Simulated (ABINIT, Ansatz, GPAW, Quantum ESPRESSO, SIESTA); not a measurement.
**YMg₆Ga (P1, 8 atoms in the cell) computed with different codes at matched settings**

Self-consistent single point, at a second geometry (atoms moved at random). First geometry:

```
CELL_PARAMETERS angstrom
      5.05190     0.00000     0.00000
      0.00000     3.33935     5.75643
      0.00000    -3.33935     5.75643
ATOMIC_POSITIONS crystal
  Y  0.50000 0.32495 0.32495
  Mg 0.50000 0.83793 0.32497
  Mg 0.50000 0.32497 0.83793
  Mg 0.50000 0.83579 0.83579
  Mg 0.00000 0.67715 0.16171
  Mg 0.00000 0.16171 0.67715
  Mg 0.00000 0.66745 0.66745
  Ga 0.00000 0.17005 0.17005
```

Second geometry:
```
CELL_PARAMETERS angstrom
      5.05190     0.00000     0.00000
      0.00000     3.33935     5.75643
      0.00000    -3.33935     5.75643
ATOMIC_POSITIONS crystal
  Y  0.49409 0.32842 0.31112
  Mg 0.50357 0.83562 0.33304
  Mg 0.49460 0.32703 0.84413
  Mg 0.49358 0.82537 0.83825
  Mg 0.99490 0.68668 0.15694
  Mg 0.00370 0.17434 0.66799
  Mg 0.00604 0.65480 0.67714
  Ga 0.00952 0.16775 0.17139
```

Shared settings, as Ansatz (an electronic-structure program) writes them: kpoints.mp_grid.grid = 4 3 3; scf.occupations.method = fermi_dirac; scf.occupations.width = 0.1 eV. Potentials and cutoffs stand in the table.

| code | model | ΔF from the first geometry (meV/atom) | pressure (GPa) | largest force (eV/Å) | cutoff |
|---|---|---|---|---|---|
| SIESTA | LDA PW92, numerical atomic orbitals DZP, PseudoDojo LDA standard norm-conserving potentials (rewritten from UPF to PSML) | 7.6 | -3.13 | 0.499 | grid 300 Ry |
| GPAW | LDA (Perdew-Wang 92), GPAW PAW datasets LDA (gpaw-data 1.0.1) | 5.7 | -3.78 | 0.380 | 850 eV |
| Ansatz | LDA (PW92), PAW files made with PBE | 5.6 | -3.82 | 0.377 | default |
| ABINIT | LDA (PW92), PAW (JTH v2.0 LDA PAW) | 5.6 | -3.92 | 0.378 | 40 Ry |
| Quantum ESPRESSO | LDA (PW92), PseudoDojo standard norm-conserving (LDA) pseudopotentials | 5.6 | -3.77 | 0.377 | 85 Ry |

Size of the force on each atom (eV/Å): Sizes of forces hide their directions.

```json
[
 {"code": "SIESTA", "Y1": "0.430", "Mg2": "0.173", "Mg3": "0.499", "Mg4": "0.389", "Mg5": "0.117", "Mg6": "0.252", "Mg7": "0.249", "Ga8": "0.238"},
 {"code": "GPAW", "Y1": "0.371", "Mg2": "0.141", "Mg3": "0.380", "Mg4": "0.289", "Mg5": "0.081", "Mg6": "0.172", "Mg7": "0.153", "Ga8": "0.181"},
 {"code": "Ansatz", "Y1": "0.365", "Mg2": "0.143", "Mg3": "0.377", "Mg4": "0.287", "Mg5": "0.082", "Mg6": "0.172", "Mg7": "0.153", "Ga8": "0.178"},
 {"code": "ABINIT", "Y1": "0.365", "Mg2": "0.139", "Mg3": "0.378", "Mg4": "0.289", "Mg5": "0.081", "Mg6": "0.172", "Mg7": "0.151", "Ga8": "0.180"},
 {"code": "Quantum ESPRESSO", "Y1": "0.364", "Mg2": "0.142", "Mg3": "0.377", "Mg4": "0.288", "Mg5": "0.082", "Mg6": "0.173", "Mg7": "0.153", "Ga8": "0.179"}
]
```

The spread over the programs that give each value: ΔF from the first geometry within 2.0 meV/atom; pressure within 0.79 GPa; largest force within 0.122 eV/Å.

SIESTA uses small atom-centred bases, whose incompleteness enters pressures, forces and empty levels differently from a plane-wave cutoff. Ansatz's pressure is given at a fixed set of plane waves, as the other plane-wave codes print theirs. In the force vectors, SIESTA (by 0.143) lies more than 0.08 eV/Å from the median of the plane-wave programs.

The starting cell comes from a database of computed structures (which also holds hypothetical and non-ambient phases and stackings), without a prior relaxation at this level. Its lattice was rescaled by a random factor within 2.5 % of one. For this run, on top of that: atoms moved at random.

Left out of this page: CP2K (unsound by tests on forces, stress, charge or solver warnings).

Keys are those of Ansatz 0.2.
